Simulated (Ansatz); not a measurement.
HfO2: response to strain

Consider HfO2 in the fluorite structure (space group Fm-3m, No. 225).

```xyz
3
Lattice="0.0000 2.5005 2.5005 2.5005 0.0000 2.5005 2.5005 2.5005 0.0000" Properties=species:S:1:pos:R:3 pbc="T T T"
Hf     0.0000     0.0000     0.0000
O      1.2503     1.2503     1.2503
O      3.7508     3.7508     3.7508
```

Cartesian axes are those of the cell as printed.

Strains are applied to the cell and any free atomic positions relax.

Level of theory: LDA (Ansatz, a program for electronic structure), spin-orbit coupling left out.

Notes on the quantities. energy relative to the base: free energy F; pressure: mean of the normal stresses, compression positive.

| change | energy relative to the base | pressure | shortest interatomic distance |
|---|---|---|---|
| base | 0 meV/atom | 0.0 kbar | 2.166 Å |
| tensor shear ε_xy = +1.14 % | +1.2 meV/atom | 0.6 kbar | 2.155 Å |
| tensor shear ε_xy = +0.57 % | +0.2 meV/atom | 0.1 kbar | 2.160 Å |
| tensor shear ε_xy = +0.86 % | +0.6 meV/atom | 0.3 kbar | 2.157 Å |
| tensor shear ε_xy = +2.00 % | +3.9 meV/atom | 2.0 kbar | 2.147 Å |
| tensor shear ε_xy = +1.71 % | [?] | [?] | [?] |
| tensor shear ε_xy = +1.43 % | +1.9 meV/atom | 1.0 kbar | 2.152 Å |

**Question.** Some entries are withheld; estimate them.

**Answer.** 
- tensor shear ε_xy = +1.71 %, energy relative to the base: +2.8 meV/atom
- tensor shear ε_xy = +1.71 %, pressure: 1.5 kbar
- tensor shear ε_xy = +1.71 %, shortest interatomic distance: 2.149 Å

Stability against distortions was not tested. This is not the structure that HfO2 has at room temperature and ambient pressure.
